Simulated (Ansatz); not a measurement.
Start from MnO in the rock salt structure (space group Fm-3m, No. 225; ferromagnetic).

```
CELL_PARAMETERS angstrom
      0.00000     2.16756     2.16756
      2.16756     0.00000     2.16756
      2.16756     2.16756     0.00000
ATOMIC_POSITIONS crystal
  O  0.00000 0.00000 0.00000
  Mn 0.50000 0.50000 0.50000
```

The values are results of Kohn–Sham DFT with the PBEsol functional, run in Ansatz (a program for electronic structure) with PAW and 420 eV plane waves, no spin-orbit coupling, not measurements.

Base values:

- Lattice parameter a: 8.192 bohr

Perturbation: a hydrostatic pressure of 10 GPa.

Problem. What happens to the lattice parameter a?

Solution. The lattice parameter a decreases by 0.1976 bohr (8.192 bohr → 7.995 bohr).

Load acts through the strain it causes; cell and atoms are relaxed under it. Stability against distortions was not tested. Competing high-pressure phases were not computed. No Hubbard U is applied and the magnetic state is the run's own (MnO ferromagnetic); other magnetic orders, which need larger cells, were not tried and can change the gap. In its common phase, real MnO is an antiferromagnetic insulator at low temperature.
